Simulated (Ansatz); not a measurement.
InAs (model structure, within 0.1 Å of Fm-3m, No. 225, 8 atoms in the cell): properties by level of theory

| level (code) | equilibrium volume per atom (Å³/atom) | enthalpy of formation (eV/atom) |
|---|---|---|
| PBE (Ansatz) | 23.77 | ___ |
| PBEsol (Ansatz) | 22.57 | -0.065 |
| PBE-D3(BJ) (Ansatz) | 22.79 | -0.061 |

Fill in the missing entries.


- PBE (Ansatz, a first-principles code), enthalpy of formation (eV/atom): -0.048

Ansatz's density-functional and Hartree–Fock values are scalar-relativistic unless marked +SOC, with PAW data made under PBE.

A model structure was made by putting elements into a prototype or built by hand; it is no filed structure, need not be a known phase, and can be a saddle point held by its symmetry.
